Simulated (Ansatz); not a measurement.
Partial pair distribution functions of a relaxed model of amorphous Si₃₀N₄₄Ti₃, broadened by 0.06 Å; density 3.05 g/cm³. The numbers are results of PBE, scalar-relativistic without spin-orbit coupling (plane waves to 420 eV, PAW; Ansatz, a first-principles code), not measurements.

Preparation: random packing, a CHGNet melt and quench, and a DFT relaxation. N atoms were pushed apart under 1.9 Å during the dynamics, to hinder bonds among them. The hot cell started wider than the set density and was brought back towards it in steps. It is the lowest in DFT energy of 2 quenches. It is a model cell: composition and starting density were chosen by hand, and all elements were melted together. No dispersion term was used. Its density started from a set value of 3.05 and ended at 3.05 g/cm³. The quench (nominally 380 K/ps over its main leg) was far faster than any real one, so the model tends to hold more defects than a real film. One small periodic cell is one sample of the glass; other quenches scatter about these values. The volume was held where the preparation left it, at a PBE pressure of 2.5 GPa. Stress components on the final sampling reach 5.4 GPa.

```csv
r (Å),g Si-N,g N-Ti,g Si-Si,g N-N
1.45,0.01,0.00,0.00,0.00
1.55,0.45,0.00,0.00,0.00
1.65,5.18,0.01,0.00,0.00
1.75,10.60,0.46,0.00,0.00
1.85,3.82,3.22,0.00,0.00
1.95,0.55,5.31,0.00,0.00
2.05,0.06,3.12,0.00,0.00
2.15,0.00,2.41,0.00,0.00
2.25,0.00,2.00,0.04,0.01
2.35,0.00,1.12,0.52,0.17
2.45,0.01,0.74,1.26,0.86
2.55,0.07,0.18,0.98,1.14
2.65,0.10,0.00,0.56,1.36
2.75,0.14,0.00,1.01,2.60
2.85,0.22,0.00,2.23,3.91
2.95,0.23,0.02,2.53,3.20
3.05,0.36,0.34,2.69,2.04
3.15,0.59,0.62,2.24,1.44
3.25,0.97,0.25,2.00,1.02
3.35,0.99,0.76,1.16,0.56
3.45,1.12,1.60,0.35,0.44
3.55,1.74,1.41,0.19,0.44
3.65,1.54,1.08,0.41,0.49
3.75,1.26,0.82,0.47,0.53
3.85,1.22,1.31,0.41,0.48
3.95,1.24,1.25,0.49,0.49
4.05,1.42,1.28,0.71,0.61
4.15,1.59,1.31,0.97,0.63
4.25,1.53,1.54,0.91,0.42
4.35,1.55,1.22,0.72,0.65
4.45,1.35,0.80,0.66,0.99
4.55,1.25,1.23,1.08,0.93
4.65,0.83,1.72,1.15,0.95
4.75,0.67,1.42,1.20,1.14
```

Within 2.10 Å each Si has 4.00 N neighbours on average.
